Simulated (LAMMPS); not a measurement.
An MD run on a melt of Al (fcc), 2048 atoms, cooled from 1400 K to 300 K at 1e+13 K/s, at zero pressure.

Level of theory: classical MD, pair style eam/fs, file Al_mm.eam.fs (LAMMPS).

```csv
frequency (THz),spectral density (1/THz)
0.06050,0.0040
0.3025,0.0079
0.5445,0.0166
0.7865,0.0278
1.028,0.0386
1.270,0.0488
1.512,0.0594
1.754,0.0699
1.996,0.0800
2.239,0.0904
2.481,0.0999
2.723,0.1086
2.965,0.1183
3.207,0.1294
3.449,0.1405
3.691,0.1491
3.934,0.1548
4.175,0.1580
4.418,0.1580
4.659,0.1567
4.902,0.1569
5.143,0.1574
5.386,0.1554
5.627,0.1511
5.870,0.1464
6.111,0.1433
6.354,0.1413
6.595,0.1385
6.838,0.1351
7.080,0.1317
7.322,0.1285
7.564,0.1249
7.806,0.1188
8.049,0.1094
8.291,0.0969
8.532,0.0800
8.774,0.0600
9.017,0.0415
9.259,0.0274
9.500,0.0172
9.742,0.0106
9.985,0.0074
10.23,0.0058
10.47,0.0047
10.71,0.0039
10.95,0.0032
11.20,0.0027
11.44,0.0022
11.68,0.0018
11.92,0.0016
```

Read from the full data:
- state found: glass
- mean frequency of the velocity spectrum: 5.2 THz
